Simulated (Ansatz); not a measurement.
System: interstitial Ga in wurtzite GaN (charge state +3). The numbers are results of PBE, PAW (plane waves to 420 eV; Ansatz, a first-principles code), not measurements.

72-site cell at the relaxed PBE lattice, one k-point at (0.125, 0.250, 0.250), smearing 0.01 eV, spin-restricted, no finite-size correction. No zero-point or tunnelling terms. The charge state is imposed; whether it is stable for some Fermi level was not computed. Sites that were not tried may lie lower.

Barriers: single points on a 2×2×2 k-point mesh shifted by half a step along c at the bands' geometries.

The step: several atoms move together, Ga the farthest; the atom moves 2.61 Å along (0.00, -0.01, 0.50) of the unit cell; the moving atom starts with neighbours Ga at 2.45, Ga at 2.45, Ga at 2.46; 3 N at 1.95 Å and ends with Ga at 2.44, Ga at 2.46, Ga at 2.47; 2 N at 1.95, N at 1.95 Å.

Q: What migration barrier of this step does PBE, PAW give?

A: 1.44 eV, the same both ways. At the saddle the moving atom has neighbours 3 Ga at 2.27; 2 N at 1.94, N at 1.94 Å. The saddle point's order was not checked, and it lies on a symmetry element of the cell, where a band can be held.
